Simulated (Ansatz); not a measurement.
Fluorite NiSi2 was calculated with r²SCAN+rVV10 (Ansatz, a first-principles code, PAW).

Run with plane-wave cutoff 500 eV, 12×12×12 k mesh, Fermi–Dirac smearing 0.05 eV, no spin polarisation, scalar-relativistic PAW data made under PBE.

Computed at the level's own relaxed cell.

Problem. Give the computed volume per atom and equilibrium lattice constant a.

Solution. 
volume per atom: 12.94 Å³/atom
equilibrium lattice constant a: 5.374 Å

Measured, for comparison: equilibrium volume per atom 13.17 Å³/atom, lattice constant a 5.406 Å (temperature not stated, not corrected to a static lattice; as tabulated in Wikipedia's data pages). Computed (rounded) less measured: equilibrium volume per atom -1.7 %, lattice constant a -0.6 %. A static lattice is as a rule a little smaller and stiffer than an uncorrected measurement, which narrows the difference in the equilibrium volume per atom, lattice constant a and would widen misses of the other sign.
